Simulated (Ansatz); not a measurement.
Quick settings and what they miss: TaRu (Pm-3m, 2 atoms in the cell)

Self-consistent single point.

```
TaRu
1.0
    3.19156     0.00000     0.00000
    0.00000     3.19156     0.00000
    0.00000     0.00000     3.19156
Ta Ru
1 1
Cartesian
  1.59578   1.59578   1.59578
  0.00000   0.00000   0.00000
```

Computed with PBEsol, PAW files made with PBE (plane waves; Ansatz, a first-principles code).

Base settings: basis.ecutwfc = 420 eV; kpoints.mp_grid.grid = 8 8 8; hamiltonian.xc = pbesol; hamiltonian.pseudopotentials = {kind: paw} (the program's default PAW files); scf.occupations.method = gaussian; scf.occupations.width = 0.136 eV.

Tight run (finer mesh or higher cutoff; not a proven limit): basis.ecutwfc: 420 eV → 590 eV; kpoints.mp_grid.grid: 8 8 8 → 11 11 11; scf.convergence.dr2_threshold: default (1e-07 eV) → 1e-09 eV. It gave Fermi level (on the code's own zero) 20.67 eV; pressure -12.03 GPa.

Quick runs, as changes from the base:
- A: the base itself
- B: basis.ecutwfc: 420 eV → 250 eV; kpoints.mp_grid.grid: 8 8 8 → 6 6 6; scf.occupations.method: gaussian → methfessel_paxton; scf.occupations.width: 0.136 eV → 0.5 eV; scf.convergence.dr2_threshold: default (1e-07 eV) → 0.0001 eV
- C: basis.ecutwfc: 420 eV → 295 eV; scf.convergence.dr2_threshold: default (1e-07 eV) → 0.0001 eV
- D: basis.ecutwfc: 420 eV → 250 eV; kpoints.mp_grid.grid: 8 8 8 → 3 3 3; scf.occupations.method: gaussian → fermi_dirac
- E: basis.ecutwfc: 420 eV → 335 eV; kpoints.mp_grid.grid: 8 8 8 → 2 2 2; scf.occupations.method: gaussian → cold; scf.occupations.width: 0.136 eV → 0.5 eV; scf.convergence.dr2_threshold: default (1e-07 eV) → 0.0001 eV
- F: basis.ecutwfc: 420 eV → 210 eV; scf.occupations.method: gaussian → fermi_dirac; scf.occupations.width: 0.136 eV → 0.2 eV; scf.convergence.dr2_threshold: default (1e-07 eV) → 0.001 eV

Energies are extrapolated to zero smearing width, which holds to low order in the width alone.

The count of work is k-points × plane waves × bands × iterations; it is no time. 

Pressures in the table are Ansatz's without its Pulay estimate, at a fixed set of plane waves; the tight run's value above holds the estimate.

The starting cell comes from a database of computed structures (which also holds hypothetical and non-ambient phases and stackings), without a prior relaxation at this level. Its lattice was rescaled by a random factor within 2.5 % of one. Spin polarisation is off. In the base run, with a pressure of about -12 GPa the cell is away from its equilibrium volume at this level.

| run | energy less tight (meV/atom) | pressure less tight (GPa) | count of work / tight |
|---|---|---|---|
| A | 2.4 | 0.26 | 0.34 |
| B | 678.7 | -41.14 | 0.063 |
| C | 117.9 | -8.38 | 0.15 |
| D | 515.7 | -43.62 | 0.016 |
| E | 945.7 | 2.16 | 0.025 |
| F | 2942.9 | -138.65 | 0.11 |

Among the runs at the tight run's level, the energy misses run from 2.4 to 2942.9 meV/atom.

Keys are those of Ansatz 0.2.
